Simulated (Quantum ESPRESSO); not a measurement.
Input and output of a self-consistent single point for Nb2AsC (P1, 8 atoms in the cell) (Quantum ESPRESSO).

Method: LDA (PZ), GBRV 1.5 ultrasoft (LDA) pseudopotentials (plane waves; Quantum ESPRESSO).

The change in words: atoms moved at random. Reference geometry:
```
Nb2AsC
1.0
    3.32535     0.00000     0.00000
   -1.66267     2.87983     0.00000
    0.00000     0.00000    11.81861
Nb As C
4 2 2
Direct
  0.33333   0.66667   0.40533
  0.66667   0.33333   0.59467
  0.66667   0.33333   0.90533
  0.33333   0.66667   0.09467
  0.66667   0.33333   0.25000
  0.33333   0.66667   0.75000
  0.00000   0.00000   0.50000
  0.00000   0.00000   0.00000
```

Reference input (self-consistent single point, DFT, LDA (PZ), plane waves, GBRV 1.5 ultrasoft (LDA) pseudopotentials): ecutwfc = 40 Ry; ecutrho = 320 Ry; occupations = smearing; smearing = fermi-dirac; degauss = 0.0073499 Ry; potentials = {Nb: nb_lda_v1.uspp.F.UPF, As: as_lda_v1.uspp.F.UPF, C: c_lda_v1.2.uspp.F.UPF}; K_POINTS = automatic 8 8 2 0 0 0; conv_thr = 1e-10 Ry; mixing_beta = 0.4. This run's input differs from it in these lines:

```diff
@@ -9,5 +9,3 @@
 &SYSTEM
-   ibrav = 4,
-   celldm(1) = 6.2839930870,
-   celldm(3) = 3.554098199281,
+   ibrav = 0,
    nat = 8,
@@ -29,12 +27,16 @@
 ATOMIC_POSITIONS {crystal}
-Nb    0.3333333333    0.6666666667    0.4053300000
-Nb    0.6666666667    0.3333333333    0.5946700000
-Nb    0.6666666667    0.3333333333    0.9053300000
-Nb    0.3333333333    0.6666666667    0.0946700000
-As    0.6666666667    0.3333333333    0.2500000000
-As    0.3333333333    0.6666666667    0.7500000000
-C     0.0000000000    0.0000000000    0.5000000000
-C     0.0000000000    0.0000000000    0.0000000000
+Nb    0.3403080000    0.6736300000    0.4091400000
+Nb    0.6875140000    0.3337820000    0.5965650000
+Nb    0.6773530000    0.3362000000    0.9050310000
+Nb    0.3212770000    0.6700040000    0.0936130000
+As    0.6417060000    0.3160870000    0.2535350000
+As    0.3393200000    0.6780670000    0.7445640000
+C    -0.0003350000   -0.0140800000    0.5009540000
+C    -0.0071410000    0.0063110000   -0.0034010000
 K_POINTS {automatic}
 8 8 2  0 0 0
+CELL_PARAMETERS {angstrom}
+   3.3253460000     0.0000000000     0.0000000000
+  -1.6626730000     2.8798340000     0.0000000000
+   0.0000000000     0.0000000000    11.8186060000
```

Log, with long lists cut:

```
     Self-consistent Calculation

     iteration #  1     ecut=    40.00 Ry     beta= 0.40

     total energy              =    -574.68398439 Ry
     estimated scf accuracy    <       2.61551394 Ry

     iteration #  2     ecut=    40.00 Ry     beta= 0.40

     total energy              =    -575.12942613 Ry
     estimated scf accuracy    <       1.20106601 Ry

     iteration #  3     ecut=    40.00 Ry     beta= 0.40

     total energy              =    -574.55117583 Ry
     estimated scf accuracy    <      21.13081002 Ry

   [... 15 blocks of this kind left out ...]

     iteration # 19     ecut=    40.00 Ry     beta= 0.40

     total energy              =    -575.46462968 Ry
     estimated scf accuracy    <          1.5E-10 Ry

     iteration # 20     ecut=    40.00 Ry     beta= 0.40
     End of self-consistent calculation

     the Fermi energy is    16.4166 ev

!    total energy              =    -575.46462968 Ry
     estimated scf accuracy    <          2.9E-11 Ry
     smearing contrib. (-TS)   =      -0.00782459 Ry
     internal energy E=F+TS    =    -575.45680509 Ry

     convergence has been achieved in  20 iterations

     Forces acting on atoms (cartesian axes, Ry/au):

     atom    1 type  1   force =    -0.00041111   -0.02839152   -0.00783051
     atom    2 type  1   force =    -0.02903242   -0.00472428   -0.02250389
     atom    3 type  1   force =    -0.02660980    0.00753204   -0.01262391
     atom    4 type  1   force =     0.00794676   -0.00523726    0.00144393
     atom    5 type  2   force =     0.01025790    0.01885208   -0.01956332
   [... lines left out ...]

     Total force =     0.087692     Total SCF correction =     0.000035

          total   stress  (Ry/bohr**3)                   (kbar)     P=      -44.02
  -0.00040278  -0.00001534   0.00002845          -59.25       -2.26        4.19
  -0.00001534  -0.00032253  -0.00000340           -2.26      -47.45       -0.50
   0.00002845  -0.00000340  -0.00017252            4.19       -0.50      -25.38

   JOB DONE.
```

The run converged in 20 iterations. Against the reference run the free energy goes up by 19.0 meV/atom, the pressure goes from -5.35 to -4.40 GPa and the largest force goes from 0.214 to 1.172 eV/Å.

The starting cell comes from a database of computed structures (which also holds hypothetical and non-ambient phases and stackings), without a prior relaxation at this level. Its lattice was rescaled by a random factor within 2.5 % of one. For this run, on top of that: atoms moved at random. Spin polarisation is off. With a pressure of about -4 GPa the cell is away from its equilibrium volume at this level. Forces in this geometry exceed 1 eV/Å.

Cost on one core of a shared machine: roughly 3 min.
